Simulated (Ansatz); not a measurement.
The starting structures come from a database of crystals and need not be the phases stable at ambient conditions.

By PBEsol, the system below comes out a metal.

Without scattering a metal conducts by its projected Fermi surface.

```yaml
crystal:
  lattice:
    - [5.67510, 0.00000, 0.00000]
    - [-2.83755, 4.91478, 0.00000]
    - [2.83755, 1.63826, 2.31685]
  atoms:
    - { symbol: Cu, position: [0.00000, 0.00000, 0.00000] }
    - { symbol: Au, position: [0.00000, 0.50000, 0.00000] }
    - { symbol: Au, position: [0.50000, 0.50000, 0.00000] }
    - { symbol: Au, position: [0.50000, 0.00000, 0.00000] }
```

Space group of this cell: Pm-3m, Cu3Au type. The cell is taken as given; by PBEsol its mean pressure is -4.6 GPa.

The current flows along the normal of the first two printed cell vectors, the (111) plane of the conventional cell. No spin-orbit coupling; the value is a mean over 0.1 eV about the Fermi level.

Q: Compute, with PBEsol in Ansatz (a quantum-chemistry and plane-wave program), the ballistic conductance per area.

A: 0.69 × 10¹⁵ S/m² for both spins.
